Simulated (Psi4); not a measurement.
Psi4 1.11, HF/def2-svp: Nb(F)4(OH) ([OH][Nb]([F])([F])([F])[F]), 7 atoms. The geometry is a generated start, not checked to be a minimum at this level.

task: energy
method: scf
basis: def2-svp
memory: 3 GB
maxiter: 100
keys of the molecule block: symmetry c1
scf_type: df (default)
e_convergence: 1e-06 (default)
d_convergence: 1e-06 (default)
effective core potentials: those of the basis set, past Kr
basis functions: 106

```xyz
7

Nb    -0.1533    -0.3187    -0.0073
F      1.4381    -1.1649    -0.3639
F     -0.7291    -0.1392     1.7306
F     -1.2554     0.1661    -1.3953
F     -0.9468    -1.9525    -0.0263
O      0.6191     1.2694     0.0181
H      1.0274     2.1398     0.0440
```

Charge 0 and multiplicity 1 are set for this test and not shown to be the ground state.

With the defaults (damping_percentage = 0, level_shift = 0, level_shift_cutoff = 0.01, soscf = false, soscf_start_convergence = 0.01, guess = auto, which took SAD, diis_max_vecs = 10, scf_initial_accelerator = adiis) it converges in 10 SCF iterations. One run each on 2 threads, with these changes:
- scf_initial_accelerator = none
- level_shift = 0.5, level_shift_cutoff = 0.001
- guess = sapgau
- guess = huckel
- guess = sap
- soscf = true
- diis_max_vecs = 3
- soscf = true, soscf_start_convergence = 0.1
- damping_percentage = 60

Problem. Name the settings that don't reach the solution of the defaults.

Solution. No convergence: damping_percentage = 60 (the run ends without SCF convergence in 100 iterations). The rest reach the solution of the defaults.

| setting | SCF iterations | JK calls | end |
|---|---|---|---|
| soscf = true, soscf_start_convergence = 0.1 | 6 | 22 | same solution |
| soscf = true | 6 | 22 | same solution |
| the defaults | 10 | 11 | same solution |
| level_shift = 0.5, level_shift_cutoff = 0.001 | 10 | 11 | same solution |
| guess = huckel | 10 | 39 | same solution |
| scf_initial_accelerator = none | 10 | 11 | same solution |
| guess = sap | 11 | 11 | same solution |
| diis_max_vecs = 3 | 12 | 13 | same solution |
| guess = sapgau | 13 | 13 | same solution |
| damping_percentage = 60 | 100 | 101 | no convergence |

An SOSCF iteration holds several JK calls; a Hückel guess adds calls on atoms.
